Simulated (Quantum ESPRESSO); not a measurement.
## σxx against uniaxial strain in CsCl-type RuAl (space group 221): C11 (Quantum ESPRESSO, LDA)

```yaml
crystal:
  lattice:
    - [2.91039, 0.00000, 0.00000]
    - [0.00000, 2.95471, 0.00000]
    - [0.00000, 0.00000, 2.95471]
  atoms:
    - { symbol: Al, position: [0.50000, 0.50000, 0.50000] }
    - { symbol: Ru, position: [0.00000, 0.00000, 0.00000] }
```

Level of theory: LDA (PZ), GBRV 1.5 ultrasoft (LDA) pseudopotentials (plane waves; Quantum ESPRESSO). Settings: ecutwfc = 52 Ry; ecutrho = 416 Ry; occupations = smearing; smearing = fermi-dirac; degauss = 0.0036749 Ry; potentials = {Al: al_lda_v1.uspp.F.UPF, Ru: ru_lda_v1.2.uspp.F.UPF}; K_POINTS = automatic 22 22 22 0 0 0; conv_thr = 1e-10 Ry; mixing_beta = 0.5. The cell above is the first row's. The rows stretch one cube axis (x) by the strain ε and hold the other two. Stress is positive in tension. In all rows fractional positions and the k mesh are held.

| ε (%) | σxx (GPa) |
|---|---|
| -1.5 | -5.60 |
| -1.0 | -3.65 |
| -0.5 | -1.77 |
| 0.0 | 0.04 |
| 0.5 | 1.78 |
| 1.0 | 3.47 |
| 1.5 | 5.09 |
| 2.0 | ? |

Problem. Fit σxx against ε with a parabola, and predict the withheld value at ε = 2.0.

Solution. Least squares gives σxx = 0.039 + 3.5614·ε - 0.1305·ε². Residuals (row less fit): -0.003, 0.003, 0.004, 0.001, -0.007, 0.000, 0.003; standard error 0.005 (degrees of freedom: 4). The slope at ε = 0, 3.5614 GPa per cent, gives C11 ≈ 100 × 3.5614 = 356 GPa, for the static lattice. At the withheld row, σxx = 0.039 + 3.5614 × 2.0 - 0.1305 × 2.0² = 6.640 GPa. The calculation gives 6.66 GPa, 0.020 GPa above the prediction (0.2 % of the range of σxx in the table). The row lies outside the fitted rows, so this is an extrapolation. From the scatter of the fitted rows alone, a prediction at this place has a standard error of 0.009 GPa, so the miss is 2.2 times that.

Carrying the step between the two nearest rows on in a straight line would have given 6.71, off by 0.05; series whose last step already gives the withheld value aren't shown. The reference cell has the volume at which an earlier scan in this program and functional put its minimum by a fit. The runs keep the symmetry of the cell, so they don't test it for distortions. The unstrained cell stands at a pressure of -0.04 GPa, and the constants belong to that pressure. By symmetry this strain leaves no force on the atoms; the largest in the rows is 0.000 eV/Å. Spin polarisation is off. Without a gap such slopes are sensitive to mesh and smearing. Cutoffs and mesh are single choices, not tested for convergence of this quantity. Series with a scatter that would blur these digits, or in which a gap closes, are not shown. Strain series were run only where this level's volume lies within 10 % of a first guess from the measured size.
